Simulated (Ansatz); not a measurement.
Cell and atoms of amorphous Si$_{24}$O$_{50}$Zr:

```xyz
75
Lattice="9.6684 0.2914 -0.4238 0.2914 10.7003 0.1905 -0.4238 0.1905 10.7706" Properties=species:S:1:pos:R:3 pbc="T T T"
Si     4.3503     4.0226     9.6587
Si     0.9212     7.6198    10.3235
Si     0.0151     0.2997     2.1897
Si     2.2838     6.9322     7.7933
Si     3.7733     4.8601     3.3472
Si     6.0503     3.0540     7.1154
Si     7.8648     5.5180     2.2016
Si     8.4537     4.1392     8.4926
Si     1.6967    10.6185    10.7072
Si     1.1046     9.4928     7.8573
Si     5.3236     0.3348     5.7904
Si     2.5394     7.3101     2.5535
Si     1.4278     2.9392     9.7365
Si     8.1906     9.4194     6.2481
Si     7.8494     7.2287     8.5814
Si     5.1000     9.4549     0.0095
Si     5.5101     6.7162    10.6023
Si     4.9246     2.3946     1.6651
Si     3.9673     9.3863     7.8213
Si     1.6795     5.7455     5.0611
Si     6.3271     5.0768     4.6795
Si     9.5011     3.5060     0.6297
Si     8.5258     6.9340     4.5733
Si     6.8706    10.7517     2.0866
O      1.6720     7.5324     1.1173
O      7.1571     4.5722     3.3451
O      4.8669     5.6593     4.2648
O      3.3182     5.9139     2.1853
O      9.1905     4.7864     1.5906
O      9.3907    10.4009     6.9084
O      7.7237     8.3860     7.4396
O      0.3478     3.4721     8.6431
O      8.1089     3.8730    10.0768
O      0.0897     5.6237     5.4030
O      5.2363     2.9556     0.1590
O      1.8182     6.6251     9.3688
O      1.7212     6.9852     3.9696
O      9.0234     7.6834     9.6455
O      1.3757     3.2236     0.4647
O      5.5053     1.5455     6.8824
O      2.5238    10.1941     7.5479
O      4.9682     9.6713     6.6233
O      7.1340    10.4925     5.6548
O      8.1949     5.7102     8.0743
O      8.5154    10.5464     2.2378
O      1.2001     9.2881     9.6179
O      3.5560     9.9076     0.4869
O      2.3869     5.8657     6.5793
O      6.4548     7.2157     9.3781
O      9.2685     2.1582     1.4741
O      1.0883     7.9630     7.3359
O      4.2603     0.7747     4.6641
O      3.3855     8.6049     2.9058
O      6.3828    10.2986     0.5351
O      5.1860     3.7740     8.2901
O      2.4743     4.5102     4.3199
O      6.0339     3.8646     5.7096
O      4.4979     3.5992     2.6770
O      1.2975     0.1360     3.1566
O      4.6417     9.9195     9.1781
O      5.1412     7.8556     0.3418
O      0.8537    10.4081     0.9051
O      5.7812     9.9707     2.9830
O      4.4679     5.6073    10.0279
O      7.1984     6.3082     5.3138
O      3.6909     1.3451     1.7266
O      8.7287     8.4839     5.0265
O      7.6024     3.0842     7.6082
O      6.3311     1.6792     2.0837
O      2.8161     3.6213     9.3149
O      1.5046     1.2809     9.6484
O      6.8088     5.8691     1.0248
O      8.3335     6.8990     2.9456
O      3.6688     7.7811     7.8992
Zr     3.7468    10.5618     3.2500
```

These are PBE, scalar-relativistic without spin-orbit coupling (plane waves to 420 eV, PAW; Ansatz, a quantum-chemistry and plane-wave program) values and carry that method's errors.

The cell was made by melting and quenching with the CHGNet potential and then relaxed with DFT. O atoms were pushed apart under 1.9 Å during the dynamics, to hinder bonds among them. The hot cell started wider than the set density and was brought back towards it in steps. It is the lowest in DFT energy of 2 quenches. It is a model cell: composition and starting density were chosen by hand, and all elements were melted together. No dispersion term was used. Its density started from a set value of 2.31 and ended at 2.34 g/cm³. Cooling (nominally 320 K/ps over its main leg) ran many orders faster than in experiment, which tends to leave more defects and strain. One small periodic cell is one sample of the glass; other quenches scatter about these values. Volume and shape were free in the relaxation.

Bonds are counted up to Si-Si 2.60 Å, Si-O 1.98 Å, Si-Zr 2.93 Å, O-O 1.58 Å, O-Zr 2.65 Å, Zr-Zr 3.41 Å. Two cations that share two anions don't count as bonded, nor two that share one unless they lie closer than Si-Si 2.38 Å, Si-Zr 2.85 Å, Zr-Zr 3.32 Å.

Q: Give the coordination numbers, mean bond lengths and angles.

A: 
```yaml
Mean coordination of Si by anions: 4.00 (24 with 4)
Mean coordination of O: 2.02 (49 with 2, 1 with 3)
Mean coordination of Zr by anions: 5.00 (1 with 5)
Mean Si-O bond: 1.639 Å (spread 0.036 Å, 96 counted)
Mean O-Zr bond: 2.071 Å (spread 0.071 Å, 5 counted)
Bond angle at Si: mean 109.4°, spread 5.4°
Bond angle at O: mean 136.8°, spread 13.3°
Bond angle at Zr: mean 107.0°, spread 26.7°
```

Q: Which atoms depart from the most common coordination of their element?

A: O46 has 3 (Si10 1.78 Å, Si9 1.79 Å, Si2 1.83 Å).

Q: List the pairs of like atoms that count as bonded by the rules above.

A: There are none by these rules.
